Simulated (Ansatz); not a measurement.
The starting structures come from a database of crystals and need not be the phases stable at ambient conditions.

 Where the default PAW files enter, the runs use the earlier of Ansatz's two default sets.

Consider the following.

```yaml
crystal:
  lattice:
    - [4.14384, 0.00000, 0.00000]
    - [0.00000, 8.21156, 0.00000]
    - [0.00000, -0.00905, 8.21764]
  atoms:
    - { symbol: La, position: [0.71002, 0.72299, 0.36968] }
    - { symbol: La, position: [0.28998, 0.27701, 0.63032] }
    - { symbol: La, position: [0.21002, 0.27701, 0.13032] }
    - { symbol: La, position: [0.78998, 0.72299, 0.86968] }
    - { symbol: S, position: [0.64993, 0.00258, 0.10417] }
    - { symbol: S, position: [0.35007, 0.99742, 0.89583] }
    - { symbol: S, position: [0.14993, 0.99742, 0.39583] }
    - { symbol: S, position: [0.85007, 0.00258, 0.60417] }
    - { symbol: S, position: [0.73631, 0.36529, 0.37413] }
    - { symbol: S, position: [0.26369, 0.63471, 0.62587] }
    - { symbol: S, position: [0.23631, 0.63471, 0.12587] }
    - { symbol: S, position: [0.76369, 0.36529, 0.87413] }
```

Space group of this cell: P2_1/c. The cell is taken as given.

Transport runs along the normal of the first two printed cell vectors.

The gap is the functional's own, uncorrected, and κ follows it; spin-orbit coupling is left out. Mid-gap values are interpolated between the computed energies.

Question: Estimate the band gap and the smallest decay constant κ at mid-gap that r2SCAN run with Ansatz (a first-principles code) returns for this system.

Answer: Gap 0.90 eV on a 8×4×4 mesh; κ = 0.155 1/Å, at (0.500, 0.000) of the in-plane reciprocal vectors. At the zone centre, at the nearest computed energy, the slowest state has κ = 0.20 1/Å.
